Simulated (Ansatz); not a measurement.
Worked example: self-consistent single point of Mg2Ge (Pn-3m, 6 atoms in the cell) in Ansatz (an electronic-structure program).

Method of the run: PBE (plane waves, PAW; Ansatz).

```xyz
6
Lattice="6.4520 0.0000 0.0000 0.0000 6.4520 0.0000 0.0000 0.0000 6.4520" Properties=species:S:1:pos:R:3 pbc="T T T"
Mg     4.8390     4.8390     4.8390
Mg     4.8390     1.6130     1.6130
Mg     1.6130     4.8390     1.6130
Mg     1.6130     1.6130     4.8390
Ge     0.0000     0.0000     0.0000
Ge     3.2260     3.2260     3.2260
```

Reference input (self-consistent single point, DFT, PBE, plane waves, default PAW files): kpoints.mp_grid.grid = 4 4 4; hamiltonian.xc = pbe; hamiltonian.pseudopotentials = {kind: paw} (the program's default PAW files); scf.occupations.method = fermi_dirac; scf.occupations.width = 0.1 eV. This run's input differs from it in these lines:

```diff
@@ -22,3 +22,3 @@
   occupations:
-    method: fermi_dirac
+    method: methfessel_paxton
     width: 0.1
```

Log, with long lists cut:

```
SCF iter   1: F=—  HF=-16282.488791 eV  |F-HF|=—  |Δ(HF+E_count)|=         —  Δρ=1.72e-3  dr2=3.20e-2  ethr=1.77e-3  ⟨swp⟩=7.1  Hψ=1823  notcnv=0
all-band conjugate gradients solve this SCF's bands
preconditioner: auto → LDOS
SCF iter   2: F=—  HF=-16282.485658 eV  |F-HF|=—  |Δ(HF+E_count)|=   3.13e-3  S|Δr|=    0.00e0  Δρ=9.31e-4  dr2=7.98e-3  ethr=4.71e-5  ⟨swp⟩=2.0  Hψ=611  notcnv=0  defer=5
SCF iter   3: F=—  HF=-16282.483843 eV  |F-HF|=—  |Δ(HF+E_count)|=   1.81e-3  S|Δr|=    0.00e0  Δρ=2.27e-4  dr2=1.21e-4  ethr=1.17e-5  ⟨swp⟩=2.0  Hψ=573  notcnv=0  defer=5
SCF iter   4: F=—  HF=-16282.483794 eV  |F-HF|=—  |Δ(HF+E_count)|=   4.98e-5  S|Δr|=    0.00e0  Δρ=5.67e-5  dr2=7.50e-6  ethr=1.79e-7  ⟨swp⟩=2.0  Hψ=573  notcnv=0  defer=5
SCF iter   5: F=—  HF=-16282.483793 eV  |F-HF|=—  |Δ(HF+E_count)|=   1.03e-6  S|Δr|=    0.00e0  Δρ=8.23e-6  dr2=1.53e-7  ethr=1.10e-8  ⟨swp⟩=2.0  Hψ=573  notcnv=0  defer=5
SCF iter   6: F=-16282.483793 eV  HF=-16282.483793 eV  |F-HF|=4.54e-9  |Δ(HF+E_count)|=   4.07e-7  S|Δr|=    0.00e0  Δρ=2.22e-6  dr2=1.00e-8  ethr=1.47e-10  ⟨swp⟩=9.5  Hψ=1632  notcnv=0
SCF 1 converged in 6 iterations: F = -16282.483793 eV  dr2 = 1.00e-8
Stability not checked (fill_not_monotonic)
Free energy (F): -16282.483793 eV
Internal energy: -16282.485383 eV  (E = F + TS)
E sigma→0 (E₀):  -16282.484190 eV
Entropy (-TS):   0.001590 eV (0.265 meV/atom)
Fermi energy:    1.267914 eV
--- Forces (eV/Å), atoms counted from 1 ---
  atom   1  Mg     0.00000000    -0.00000000     0.00000000
   [... zero for the other atoms too ...]
--- Stress (GPa, compression-positive) ---
       -3.868519       0.000000       0.000000
        0.000000      -3.868519      -0.000000
        0.000000       0.000000      -3.868519
  P = ⅓ Tr σ = -3.8685 GPa (-38.685 kbar)
  The stress holds the Pulay correction. Without it, at fixed plane waves, as pw.x and ABINIT print it: P = -3.8734 GPa
```

The run converged in 6 iterations. Against the reference run the free energy goes up by 2.2 meV/atom and the pressure moves little (-3.86 to -3.87 GPa).

The starting cell was generated: these elements placed on a structure prototype, without a prior relaxation; it need not be a known phase or ordering of this composition. Its lattice was rescaled by a random factor within 2.5 % of one. With a pressure of about -4 GPa the cell is away from its equilibrium volume at this level. Ansatz's pressure includes its estimate of the finite-basis (Pulay) stress.

Keys are those of Ansatz 0.2.
